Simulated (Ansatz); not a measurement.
A self-consistent single point of Ca2Os2O7 (Imma, 22 atoms in the cell) with Ansatz (a first-principles code)

Level of theory: PBEsol, default PAW files made with PBE (plane waves; Ansatz).

Input as run:

Ansatz 0.2 input:
```yaml
# Ca2Os2O7
crystal:
  lattice:
    - [-3.68380400, 5.16901000, 3.77064000]
    - [3.68380400, -5.16901000, 3.77064000]
    - [3.68380400, 5.16901000, -3.77064000]
  atoms:
    - { symbol: Os, position: [0.50000000, 0.50000000, 0.50000000] }
    - { symbol: Os, position: [0.50000000, 0.00000000, 0.00000000] }
    - { symbol: O, position: [0.41150000, 0.16150000, 0.25000000] }
    - { symbol: O, position: [0.58850000, 0.83850000, 0.75000000] }
    - { symbol: Os, position: [0.50000000, 0.50000000, 0.00000000] }
    - { symbol: Os, position: [0.00000000, 0.50000000, 0.50000000] }
    - { symbol: Ca, position: [0.00000000, 0.00000000, 0.00000000] }
    - { symbol: Ca, position: [0.50000000, 0.00000000, 0.50000000] }
    - { symbol: O, position: [0.13170000, 0.72800000, 0.40370000] }
    - { symbol: O, position: [0.82430000, 0.72800000, 0.09630000] }
    - { symbol: O, position: [0.86830000, 0.27200000, 0.59630000] }
    - { symbol: O, position: [0.17570000, 0.27200000, 0.90370000] }
    - { symbol: Ca, position: [0.00000000, 0.00000000, 0.50000000] }
    - { symbol: Ca, position: [0.00000000, 0.50000000, 0.00000000] }
    - { symbol: O, position: [0.81870000, 0.64110000, 0.58900000] }
    - { symbol: O, position: [0.55210000, 0.22970000, 0.91100000] }
    - { symbol: O, position: [0.18130000, 0.77030000, 0.82240000] }
    - { symbol: O, position: [0.44790000, 0.35890000, 0.67760000] }
    - { symbol: O, position: [0.18130000, 0.35890000, 0.41100000] }
    - { symbol: O, position: [0.44790000, 0.77030000, 0.08900000] }
    - { symbol: O, position: [0.81870000, 0.22970000, 0.17760000] }
    - { symbol: O, position: [0.55210000, 0.64110000, 0.32240000] }
basis:
  ecutwfc: 420.0 eV
kpoints:
  mp_grid: { grid: [3, 3, 3] }
hamiltonian:
  xc: pbesol
  pseudopotentials: { kind: paw }
scf:
  occupations: { method: cold, width: 0.05 eV }
output:
  forces: true
  eigenvalues: true
  stress: true
```

Output, abridged:

```
WARN ansatz: RAYON_NUM_THREADS=1 ignored (pool sized by the plan → 1); use --threads N
Pseudopotentials: kind: paw
Pseudopotential: Os, paw, valence charge 16
Pseudopotential: O, paw, valence charge 6
Pseudopotential: Ca, paw, valence charge 10
Crystal: 22 atoms, lattice volume = 287.196 Å³
Basis set: ecut = 420 eV, 5669 PW (Γ), exchange–correlation on 100×100×100 points (8 copies of the dense FFT grid, shifted against one another)
Bands: 116, of which v1, the nominal top of the filled ones, is band 94 counted from 1 (93 counted from 0)
Symmetry: 8 space group operations
Space group: Imma (ITA 74), of the structure as read, at distance tolerance 6.6e-5 Å
k-points: 8 of 27
PAW frozen core: Os, regenerated for the run's functional, and the local potential with it
PAW frozen core: O, regenerated for the run's functional, and the local potential with it
PAW frozen core: Ca, regenerated for the run's functional, and the local potential with it
Initial density: superposition of atomic densities (neutral atoms: chi_scale 0, normalization atom), corrected by the library's trained network
Initial wavefunctions: pseudopotential atomic-orbital guess
Eigensolver: davidson
Functional: x = pbesol(κ = 0.804, μ = 0.12345679012345678), c = pbesol(β = 0.046)
SCF iter   1: F=—  HF=-60035.503872 eV  |F-HF|=—  |Δ(HF+E_count)|=         —  Δρ=1.65e-2  dr2=8.65e-1  ethr=1.77e-3  ⟨swp⟩=5.9  Hψ=3455  notcnv=0  defer=59
all-band conjugate gradients solve this SCF's bands
preconditioner: auto → LDOS
SCF iter   2: F=—  HF=-60035.404681 eV  |F-HF|=—  |Δ(HF+E_count)|=   9.92e-2  S|Δr|=    0.00e0  Δρ=1.05e-2  dr2=1.85e-1  ethr=4.60e-4  ⟨swp⟩=2.0  Hψ=1632  notcnv=0  defer=112
SCF iter   3: F=—  HF=-60035.373908 eV  |F-HF|=—  |Δ(HF+E_count)|=   3.08e-2  S|Δr|=    0.00e0  Δρ=5.50e-3  dr2=5.14e-2  ethr=9.85e-5  ⟨swp⟩=2.0  Hψ=1520  notcnv=0  defer=112
SCF iter   4: F=—  HF=-60035.366665 eV  |F-HF|=—  |Δ(HF+E_count)|=   7.24e-3  S|Δr|=    0.00e0  Δρ=2.53e-3  dr2=3.64e-2  ethr=2.73e-5  ⟨swp⟩=1.8  Hψ=835  notcnv=0  defer=112
SCF iter   5: F=—  HF=-60035.365105 eV  |F-HF|=—  |Δ(HF+E_count)|=   1.56e-3  S|Δr|=    0.00e0  Δρ=1.39e-3  dr2=8.92e-3  ethr=1.93e-5  ⟨swp⟩=1.0  Hψ=816  notcnv=0  defer=112
SCF iter   6: F=—  HF=-60035.364673 eV  |F-HF|=—  |Δ(HF+E_count)|=   4.33e-4  S|Δr|=    0.00e0  Δρ=1.01e-3  dr2=5.10e-3  ethr=4.74e-6  ⟨swp⟩=1.0  Hψ=816  notcnv=0  defer=112
SCF iter   7: F=—  HF=-60035.364323 eV  |F-HF|=—  |Δ(HF+E_count)|=   3.49e-4  S|Δr|=    0.00e0  Δρ=5.61e-4  dr2=1.72e-3  ethr=2.71e-6  ⟨swp⟩=1.0  Hψ=816  notcnv=0  defer=112
SCF iter   8: F=—  HF=-60035.364158 eV  |F-HF|=—  |Δ(HF+E_count)|=   1.66e-4  S|Δr|=    0.00e0  Δρ=3.51e-4  dr2=5.17e-4  ethr=9.15e-7  ⟨swp⟩=1.5  Hψ=928  notcnv=0  defer=112
SCF iter   9: F=—  HF=-60035.364084 eV  |F-HF|=—  |Δ(HF+E_count)|=   7.32e-5  S|Δr|=    0.00e0  Δρ=1.44e-4  dr2=7.83e-5  ethr=2.75e-7  ⟨swp⟩=2.0  Hψ=1046  notcnv=0  defer=112
SCF iter  10: F=—  HF=-60035.363807 eV  |F-HF|=—  |Δ(HF+E_count)|=   2.77e-4  S|Δr|=    0.00e0  Δρ=6.50e-5  dr2=1.17e-5  ethr=4.17e-8  ⟨swp⟩=1.5  Hψ=1010  notcnv=0  defer=112
SCF iter  11: F=—  HF=-60035.363807 eV  |F-HF|=—  |Δ(HF+E_count)|=   8.01e-7  S|Δr|=    0.00e0  Δρ=2.53e-5  dr2=1.52e-6  ethr=6.22e-9  ⟨swp⟩=2.0  Hψ=1110  notcnv=0  defer=112
SCF iter  12: F=—  HF=-60035.363806 eV  |F-HF|=—  |Δ(HF+E_count)|=   1.95e-7  S|Δr|=    0.00e0  Δρ=8.42e-6  dr2=1.67e-7  ethr=8.07e-10  ⟨swp⟩=2.0  Hψ=1156  notcnv=0  defer=112
SCF iter  13: F=-60035.363806 eV  HF=-60035.363806 eV  |F-HF|=4.47e-8  |Δ(HF+E_count)|=   1.24e-8  S|Δr|=    0.00e0  Δρ=4.60e-6  dr2=5.77e-8  ethr=5.32e-11  ⟨swp⟩=12.1  Hψ=4319  notcnv=0
SCF 1 converged in 13 iterations: F = -60035.363806 eV  dr2 = 5.77e-8
SCF converged after 13 iterations
Stability not checked (fill_not_monotonic)
Free energy (F): -60035.363806 eV
Harris-Foulkes:  -60035.363806 eV  (|F-HF|=4.47e-8)
Internal energy: -60035.350077 eV  (E = F + TS)
E sigma→0 (E₀):  -60035.359230 eV
Entropy (-TS):   -0.013729 eV (-0.624 meV/atom)
Fermi energy:    9.956580 eV
--- Per-component energies (eV) ---
  E_band       = -1693.745531
  E_kinetic    = 5757.280946
  E_local      = -14227.472562  (includes V_loc(G=0)·N_el)
  E_nonlocal   = 937.103942
  E_hartree    = 5266.555210
  E_xc         = -2603.858326
  E_vxc        = -3098.385928  (∫ρ·V_xc dr)
  E_paw        = -40991.034965  (= ΣΔE_a)
  E_vpaw       = -1595.424825  (= ΣTr[D̂ρ^β])
  E_aug_tail   = 0.034134  (compensation charges beyond the density's cutoff)
  E_ewald      = -14175.919396
  E_core_change = 1.960940  (= ΣΔE_core)
  E_smearing   = -0.013729  (= −TS)
  E_closure    = 0.000000  (closes the sum)
  Σ components = -60035.363806   (vs F -60035.363806, Δ=0.00e0)
--- Forces (eV/Å), atoms counted from 1 ---
  atom   1  Os    -0.00000000    -0.00000000    -0.00000000
  atom   2  Os    -0.00000000     0.00000000     0.00000000
  atom   3  O      0.00000000     0.00000000     1.16204735
  atom   4  O      0.00000000    -0.00000000    -1.16204735
  atom   5  Os     0.00000000     0.00000000     0.00000000
  atom   6  Os     0.00000000    -0.00000000    -0.00000000
  atom   7  Ca     0.00000000    -0.00000000     0.00000000
  atom   8  Ca     0.00000000    -0.00000000     0.00000000
  atom   9  O      0.00000000     0.34690673    -0.40298635
  atom  10  O      0.00000000    -0.34690673    -0.40298635
  atom  11  O      0.00000000    -0.34690673     0.40298635
  atom  12  O      0.00000000     0.34690673     0.40298635
  atom  13  Ca     0.00000000     0.00000000     0.00000000
  atom  14  Ca     0.00000000     0.00000000    -0.00000000
  atom  15  O     -0.63007130     0.03112454    -0.54767801
  atom  16  O      0.63007130    -0.03112454    -0.54767801
  atom  17  O     -0.63007130    -0.03112454     0.54767801
  atom  18  O      0.63007130     0.03112454     0.54767801
  atom  19  O      0.63007130    -0.03112454     0.54767801
  atom  20  O     -0.63007130     0.03112454     0.54767801
  atom  21  O      0.63007130     0.03112454    -0.54767801
  atom  22  O     -0.63007130    -0.03112454    -0.54767801
  max |Σ_I F_I| component: 2.22e-16 eV/Å
--- Stress (GPa, compression-positive) ---
      -15.592139       0.000000      -0.000000
        0.000000     -13.891616      -0.000000
       -0.000000      -0.000000     -13.867420
  P = ⅓ Tr σ = -14.4504 GPa (-144.504 kbar)
  The stress holds the Pulay correction. Without it, at fixed plane waves, as pw.x and ABINIT print it: P = -15.0828 GPa
--- Band table (eV; the first three rows and the last of 8) ---
  k-point 0: bands = ["-77.7776", "-77.7776", "-77.6653", "-77.6649", "-37.3556", "-37.3555", "-37.1466", "-37.1451", "-37.0864", "-37.0841", "-37.0806", "-37.0733", "-36.9747", "-36.9456", "-36.8342", "-36.8335", "-30.0198", "-30.0062", "-29.5745", [...]
  k-point 1: bands = ["-77.7776", "-77.7776", "-77.6652", "-77.6650", "-37.3555", "-37.3555", "-37.1455", "-37.1447", "-37.0853", "-37.0824", "-37.0812", "-37.0758", "-36.9676", "-36.9530", "-36.8346", "-36.8342", "-30.0163", "-30.0095", "-29.5745", [...]
  k-point 2: bands = ["-77.7776", "-77.7776", "-77.6652", "-77.6650", "-37.3556", "-37.3555", "-37.1456", "-37.1446", "-37.0853", "-37.0823", "-37.0812", "-37.0758", "-36.9676", "-36.9530", "-36.8347", "-36.8342", "-30.0163", "-30.0095", "-29.5745", [...]
  k-point 7: bands = ["-77.7776", "-77.7776", "-77.6652", "-77.6650", "-37.3555", "-37.3555", "-37.1445", "-37.1441", "-37.0842", "-37.0841", "-37.0809", "-37.0764", "-36.9665", "-36.9536", "-36.8351", "-36.8349", "-30.0161", "-30.0096", "-29.5745", [...]
```

The run converged in 13 iterations.

The starting cell comes from a database of published, mostly measured structures (it also holds non-ambient and calculated ones), without a prior relaxation at this level. Its lattice was rescaled by a random factor within 2.5 % of one. Spin-orbit coupling is off. Spin polarisation is off. With a pressure of about -14 GPa the cell is away from its equilibrium volume at this level. Forces in this geometry exceed 1 eV/Å. Ansatz's pressure includes its estimate of the finite-basis (Pulay) stress. Without the estimate this run gives -15.08 GPa.
